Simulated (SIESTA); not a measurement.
A user runs SIESTA on BiTe2Br4 (P-1, 14 atoms in the cell) and asks whether the run is sound. The aim is a self-consistent single point with DFT, GGA PBEsol, numerical atomic orbitals DZP, PseudoDojo PBEsol standard norm-conserving potentials (rewritten from UPF to PSML).

Cell that was meant: a = 7.5145 Å, b = 8.0441 Å, c = 9.3635 Å, α = 91.57°, β = 102.76°, γ = 94.76°.

Part of the input:

```
XC.authors                   PBEsol
PAO.BasisSize                DZP
PAO.EnergyShift              0.005 Ry
PAO.SplitNorm                0.001
PAO.SplitTailNorm            false
MeshCutoff                   400 Ry
%block kgrid.MonkhorstPack
    3   0   0  0.5
```

Log, with long lists cut:

```
reinit: Reading from file input.fdf

reinit: System Name: Bi(TeBr2)2
reinit: System Label: siesta

   [... lines left out ...]
       -0.667765    8.016295    0.000000
       -2.067881   -0.429917    9.122150

outcell: Cell vector modules (Ang)   :    7.514460    8.044060    9.363471
outcell: Cell angles (23,13,12) (deg):     91.5714    102.7587     94.7618
outcell: Cell volume (Ang**3)        :    549.5012
new_DM -- step:     1
Initializing Density Matrix...

Attempting to read DM from file... Failed...
DM filled with atomic data:

InitMesh: MESH = 90 x 100 x 120 = 1080000
InitMesh: Mesh cutoff (required, used) =   400.000   420.288 Ry

stepf: Fermi-Dirac step function
        iscf     Eharris(eV)        E_KS(eV)     FreeEng(eV)     dDmax    Ef(eV) dHmax(eV)
   scf:    1   -19240.921436   -19245.663713   -19245.663713  9.382340 -4.621505  6.541436
   scf:    2   -19249.922975   -19247.897655   -19247.897655  1.093244 -4.551204  4.976701
   scf:    3   -19250.958472   -19250.690073   -19250.690073  4.633142 -5.133212  0.879638
   scf:    4   -19250.804476   -19250.843199   -19250.843199  1.186387 -5.147440  1.023424
   scf:    5   -19250.772023   -19250.855937   -19250.855937  1.355686 -5.155007  0.383398
   [... 10 lines left out ...]
   scf:   16   -19250.913410   -19250.913410   -19250.913410  0.000237 -5.167663  0.000170
   scf:   17   -19250.913410   -19250.913410   -19250.913410  0.000371 -5.167702  0.000069
   scf:   18   -19250.913410   -19250.913410   -19250.913410  0.000180 -5.167706  0.000030
   scf:   19   -19250.913410   -19250.913410   -19250.913410  0.000026 -5.167706  0.000026
SCF Convergence by DM+H criterion
max |DM_out - DM_in|         :     0.0000260604
max |H_out - H_in|      (eV) :     0.0000262904
SCF cycle converged after 19 iterations

Using DM_out to compute the final energy and forces

siesta: E_KS(eV) =           -19250.9134

siesta: E_KS - E_eggbox =    -19250.9134

siesta: Atomic forces (eV/Ang):
     1   -0.001536   -0.104254   -0.291813
     2    0.001536    0.104254    0.291813
     3   -0.259503    0.416675   -1.267128
     4    0.259503   -0.416675    1.267128
     5   -1.014423   -0.851005    0.112664
     6    1.014423    0.851005   -0.112664
     7   -0.112285   -0.182498   -0.106865
     8    0.112285    0.182498    0.106865
     9    0.071678    0.107587   -0.238097
    10   -0.071678   -0.107587    0.238097
   [... lines left out ...]
siesta: FreeEng =    -19250.913410
   [... lines left out ...]
siesta:    -0.003475    0.005784    0.001913
siesta:    -0.000846    0.001913    0.002408

siesta: Cell volume =        549.501240 Ang**3

siesta: Pressure (static):
siesta:                Solid            Molecule  Units
siesta:          -0.00004292          0.00003294  Ry/Bohr**3
siesta:          -0.00394065          0.00302481  eV/Ang**3
siesta:          -6.31360958          4.84628773  kBar
```

### Question
Can these results be used? Check the input.

### Answer
The run is not sound. The fault is a split norm that is too small. The second zeta is cut where the first orbital's tail holds this norm, and too small a value may not be reachable. To fix it, use the usual split norm. The run converged in 19 iterations without an error; against the sound input the free energy goes up by 5.4 meV/atom, the pressure goes from -0.97 to -0.63 GPa, the largest force goes from 1.145 to 1.359 eV/Å and the gap on the mesh goes from 1.067 to 1.048 eV. The full log also holds: “* WARNING: effective split_norm is quite small. Orbitals will be very similar.”.

The sound input it was made from differs as follows (other fixes are possible):
```diff
-PAO.SplitNorm                0.001
-PAO.SplitTailNorm            false
```

With that input, the run converged in 13 iterations: free energy E − TS -19250.9891 eV; top of the valence band (on the code's own zero) -5.73 eV; gap on the k-point mesh 1.07 eV; pressure -0.97 GPa; largest force (vector length) 1.145 eV/Å (DFT, GGA PBEsol, numerical atomic orbitals DZP, PseudoDojo PBEsol standard norm-conserving potentials (rewritten from UPF to PSML)).

On the sound input: the starting cell comes from a database of computed structures (which also holds hypothetical and non-ambient phases and stackings), without a prior relaxation at this level. Spin-orbit coupling is off. Values carry the incompleteness of an atom-centred basis. Forces in this geometry exceed 1 eV/Å. The shifted mesh does not hold Γ, so a gap read on it misses any band edge there.
